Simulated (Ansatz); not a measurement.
Base system: K in the bcc (W type) structure (space group Im-3m, No. 229).

```xyz
1
Lattice="-2.6062 2.6062 2.6062 2.6062 -2.6062 2.6062 2.6062 2.6062 -2.6062" Properties=species:S:1:pos:R:3 pbc="T T T"
K      0.0000     0.0000     0.0000
```

All numbers come from PBEsol (Ansatz, a first-principles code), no SOC, earlier PAW set.

Base values:

The density comes out as 0.92 g/cm³ and the largest site moment is 0.00 μB.

The change: Pr takes the place of K on all its sites; the structure is relaxed again.

Problem. How does this affect the density?

Solution. The density goes up by 8.45 g/cm³, from 0.92 g/cm³ to 9.37 g/cm³.

Problem. Estimate the effect on the largest site moment.

Solution. The largest site moment goes from zero to 2.40 μB.

The magnetic state is the one reached from the starting moments; the real material's order can differ, and small cells can't hold many antiferromagnetic ones. Open 4f shells without U are poorly described, and the f state was not checked. Stability against distortions was not tested. This is not the structure that Pr has at room temperature and ambient pressure.
